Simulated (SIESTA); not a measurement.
Input and output of a self-consistent single point for LiMg₆Zn (Amm2, 8 atoms in the cell) (SIESTA).

Computed with SIESTA with GGA PBEsol, numerical atomic orbitals TZP, PseudoDojo PBEsol standard norm-conserving potentials (rewritten from UPF to PSML).

The change in words: lattice scaled by 1.015. Reference geometry:
```yaml
crystal:
  lattice:
    - [5.03970, 0.00000, 0.00000]
    - [0.00000, 3.14092, 5.37514]
    - [0.00000, -3.14092, 5.37514]
  atoms:
    - { symbol: Li, position: [0.50000, 0.33294, 0.33294] }
    - { symbol: Mg, position: [0.50000, 0.33244, 0.83530] }
    - { symbol: Mg, position: [0.50000, 0.83530, 0.33244] }
    - { symbol: Mg, position: [0.00000, 0.16230, 0.66514] }
    - { symbol: Mg, position: [0.00000, 0.66514, 0.16230] }
    - { symbol: Mg, position: [0.00000, 0.66953, 0.66953] }
    - { symbol: Mg, position: [0.00000, 0.16865, 0.16865] }
    - { symbol: Zn, position: [0.50000, 0.83370, 0.83370] }
```

Reference input (self-consistent single point, DFT, GGA PBEsol, numerical atomic orbitals TZP, PseudoDojo PBEsol standard norm-conserving potentials (rewritten from UPF to PSML)): XC.functional = GGA; XC.authors = PBEsol; potentials = PseudoDojo PBEsol standard; PAO.BasisSize = TZP; PAO.EnergyShift = 0.01 Ry; MeshCutoff = 300 Ry; kgrid.MonkhorstPack = 5 5 5; OccupationFunction = FD; ElectronicTemperature = 100 meV; PAO.Polarization.NonPerturbative = true; MaxSCFIterations = 150; SCF.Mixer.Method = Broyden. This run's input differs from it in these lines:

```diff
@@ -13,5 +13,5 @@
 %block LatticeVectors
-     5.039700000    0.000000000    0.000000000
-     0.000000000    3.140920000    5.375135000
-     0.000000000   -3.140920000    5.375135000
+     5.115295000    0.000000000    0.000000000
+     0.000000000    3.188034000    5.455762000
+     0.000000000   -3.188034000    5.455762000
 %endblock LatticeVectors
@@ -19,10 +19,10 @@
 %block AtomicCoordinatesAndAtomicSpecies
-     4.761826375   -0.000000000    6.763698096  1
-     4.761826375   -2.984714758   11.861357624  2
-     4.761826375    2.984714758   11.861357624  2
-     0.000000000   -2.984596049    8.404749133  2
-     0.000000000    2.984596049    8.404749133  2
-     0.000000000    0.000000000   13.601546183  2
-     0.000000000   -0.000000000    3.426135892  2
-     4.761826375   -0.000000000   16.936670579  3
+     4.833253298    0.000000000    6.865153536  1
+     4.833253298   -3.029485670   12.039277933  2
+     4.833253298    3.029485670   12.039277933  2
+     0.000000000   -3.029365180    8.530820331  2
+     0.000000000    3.029365180    8.530820331  2
+     0.000000000   -0.000000000   13.805569313  2
+     0.000000000   -0.000000000    3.477527914  2
+     4.833253298   -0.000000000   17.190720559  3
 %endblock AtomicCoordinatesAndAtomicSpecies
```

The program printed (abridged):

```
        iscf     Eharris(eV)        E_KS(eV)     FreeEng(eV)     dDmax    Ef(eV) dHmax(eV)
   scf:    1   -14487.100083   -15204.485580   -15204.735944  5.942031 -1.378280138.738806
   scf:    2   -15344.743740   -15516.523080   -15516.624682  3.060321 -3.134584 52.840366
   scf:    3   -15564.435297   -15543.054365   -15543.108291  1.263904 -3.136171 30.735225
   scf:    4   -15559.870528   -15553.320570   -15553.384077  0.784013 -3.050752 10.261619
   scf:    5   -15555.101471   -15554.432118   -15554.498927  0.284302 -3.037557  1.557094
   [... 4 lines left out ...]
   scf:   10   -15554.477244   -15554.477252   -15554.545833  0.002479 -3.055756  0.005903
   scf:   11   -15554.477248   -15554.477250   -15554.545835  0.000429 -3.056196  0.003943
   scf:   12   -15554.477254   -15554.477252   -15554.545835  0.000110 -3.056373  0.001732
   scf:   13   -15554.477253   -15554.477253   -15554.545835  0.000047 -3.056448  0.000954
SCF Convergence by DM+H criterion
max |DM_out - DM_in|         :     0.0000468804
max |H_out - H_in|      (eV) :     0.0009541286
SCF cycle converged after 13 iterations

Using DM_out to compute the final energy and forces

siesta: E_KS(eV) =           -15554.4773

siesta: E_KS - E_eggbox =    -15554.4773

siesta: Atomic forces (eV/Ang):
     1   -0.000000    0.000000    0.018957
     2    0.000000    0.061973   -0.017409
     3    0.000000   -0.061973   -0.017409
     4    0.000000   -0.132081    0.073045
     5    0.000000    0.132081    0.073045
     6   -0.000000   -0.000000   -0.014475
     7    0.000000    0.000000   -0.182038
     8    0.000000    0.000000    0.029232
   Tot    0.000000   -0.000000   -0.037050
   Max    0.182038
   Res    0.060694    sqrt( Sum f_i^2 / 3N )
   Max    0.182038    constrained

   [... lines left out ...]
siesta: FreeEng =    -15554.545835
siesta: Cell volume =        177.942235 Ang**3
siesta:         -26.74342308        -29.02033311  kBar
   [... lines left out ...]

              0.025

mulliken: Qtot =       83.000

Mulliken Atomic Populations:
Atom #   charge [q] valence [e]  Species
     1    -0.599943    3.599943  Li
     2     0.073203    9.926797  Mg
     3     0.073203    9.926797  Mg
     4     0.016221    9.983779  Mg
     5     0.016221    9.983779  Mg
     6    -0.225687   10.225687  Mg
     7    -0.110142   10.110142  Mg
     8     0.756924   19.243076  Zn
 Total     0.000000
```

The run converged in 13 iterations. Against the reference run the free energy goes up by 11.3 meV/atom, the pressure goes from -0.96 to -2.67 GPa and the largest force goes from 0.159 to 0.182 eV/Å.

The starting cell comes from a database of computed structures (which also holds hypothetical and non-ambient phases and stackings), without a prior relaxation at this level. For this run, on top of that: lattice scaled by 1.015. Values carry the incompleteness of an atom-centred basis.

Cost on one core of a shared machine: roughly 40 s.
